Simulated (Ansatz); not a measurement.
Consider the following.

```
MgS
1.0
    0.02206     2.56462     2.56462
    2.56462     0.02206     2.56462
    2.58667     2.58667     0.00000
Mg S
1 1
Direct
  0.00000   0.00000   0.00000
  0.50000   0.50000   0.50000
```

No spin polarisation.

Calculations: LDA (Ansatz, a program for electronic structure; PAW; 420 eV plane waves; no SOC). k-mesh 11×11×11 (Γ-centred); smearing 0.05 eV (Fermi–Dirac).

Task: Predict the valence-band top at Γ, pressure and band gap.

Result: The valence-band top at Γ (three highest levels, from the VBM) comes out as 0.00, -0.08, -0.16 eV and the pressure (mean of the normal stresses, compression positive) comes out as 0.00 GPa. The band gap is 2.55 eV.

The cells carry an imposed strain or load. Stability against distortions was not tested. The cell was made from MgS in the rock salt structure (space group Fm-3m, No. 225) by this change: tensor shear ε_xy = +0.86 %.
